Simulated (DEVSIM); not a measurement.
Structure: Cr/Al2O3/n-Si capacitor, at 300 K.

```
layer (left to right)  material  thickness (nm)  Nd (cm⁻³)
---------------------  --------  --------------  ---------
1                         Al2O3            19.0          -
2                            Si            5200     2.4e15
```

Metal gate on the left, work function 4.5 eV. Fixed charge at the semiconductor interface 5.9e10 cm⁻² (in units of +e); interface traps 6.6e10 cm⁻² eV⁻¹, uniform in energy, neutral level at 0.3 of the gap above the valence band.

The device is made up for the run: typed textbook-type constants, with dimensions and the other settings drawn at random. Values at 300 K.

```tsv
parameter	Al2O3	Si
gap (eV)	6.8	1.124
affinity (eV)	1.35	4.05
permittivity	9	11.7
Nc (cm⁻³)	-	2.86e19
Nv (cm⁻³)	-	3.1e19
```

Simulated with DEVSIM: 1D Poisson equation in equilibrium, Boltzmann statistics, complete ionisation; no quantum confinement or tunnelling. Metal contacts follow the ideal Schottky-Mott rule: no Fermi-level pinning, no interface dipoles.

Q: Tabulate band edges, carrier densities and field at -0.3 V on the gate.

A: Energies count from the Fermi level of the right contact; mesh points crowd at the junctions.

| x (μm) | Ec (eV) | Ev (eV) | n (cm⁻³) | p (cm⁻³) | field (V/cm) |
|---|---|---|---|---|---|
| 0.000 | 3.450 | -3.350 | < 1e2 | < 1e2 | -33000 |
| 0.001545 | 3.445 | -3.355 | < 1e2 | < 1e2 | -33000 |
| 0.004887 | 3.434 | -3.366 | < 1e2 | < 1e2 | -33000 |
| 0.01153 | 3.411 | -3.389 | < 1e2 | < 1e2 | -33000 |
| 0.01722 | 3.392 | -3.408 | < 1e2 | < 1e2 | -33000 |
| 0.01889 | 3.387 | -3.413 | < 1e2 | < 1e2 | -33000 |
| 0.02037 | 0.684 | -0.440 | 9.2e7 | 1.3e12 | -18000 |
| 0.02585 | 0.675 | -0.449 | 1.3e8 | 8.7e11 | -17000 |
| 0.03716 | 0.655 | -0.469 | 2.8e8 | 4.1e11 | -17000 |
| 0.06448 | 0.610 | -0.514 | 1.6e9 | 7.2e10 | -16000 |
| 0.1304 | 0.513 | -0.611 | 6.8e10 | 1.7e9 | -13000 |
| 0.3864 | 0.289 | -0.835 | 4.0e14 | 290000 | -4300 |
| 0.9073 | 0.243 | -0.881 | 2.4e15 | 49000 | -15 |
| 2.164 | 0.243 | -0.881 | 2.4e15 | 48000 | ≈ 0 |
| 4.247 | 0.243 | -0.881 | 2.4e15 | 48000 | ≈ 0 |
| 4.817 | 0.243 | -0.881 | 2.4e15 | 48000 | ≈ 0 |
| 5.053 | 0.243 | -0.881 | 2.4e15 | 48000 | ≈ 0 |
| 5.151 | 0.243 | -0.881 | 2.4e15 | 48000 | ≈ 0 |
| 5.198 | 0.243 | -0.881 | 2.4e15 | 48000 | ≈ 0 |
| 5.211 | 0.243 | -0.881 | 2.4e15 | 48000 | ≈ 0 |
| 5.216 | 0.243 | -0.881 | 2.4e15 | 48000 | ≈ 0 |
| 5.219 | 0.243 | -0.881 | 2.4e15 | 48000 | ≈ 0 |
